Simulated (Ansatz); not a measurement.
Base system: Sn in the diamond structure (space group Fd-3m, No. 227; a = 6.655 Å; relaxed with 0.1 eV smearing). Axes: x, y, z lie along the cube axes.

All numbers come from PBE in Ansatz (plane waves to 420 eV, PAW, no spin-orbit coupling).

Before the change:

The pressure comes out as 0.0 GPa and the shortest interatomic distance is 2.882 Å.

The change: biaxial strain −3.96 %, plane normal [001], relaxed out of plane (Cartesian); in-plane vectors clamped, the third vector and the atoms free.

Q: What happens to the pressure?

A: The pressure (mean of the normal stresses, compression positive) goes from zero to 1.7 GPa.

Q: Predict the new energy relative to the base.

A: The energy grows by 22 meV/atom.

Q: How does this affect the shortest interatomic distance?

A: The shortest interatomic distance drops by 0.037 Å (2.882 Å → 2.845 Å).

Q: What does the calculation give for the out-of-plane strain after the change?

A: The out-of-plane strain is +3.85 %.

No phonon test of stability was made.

Ansatz is an electronic-structure program.
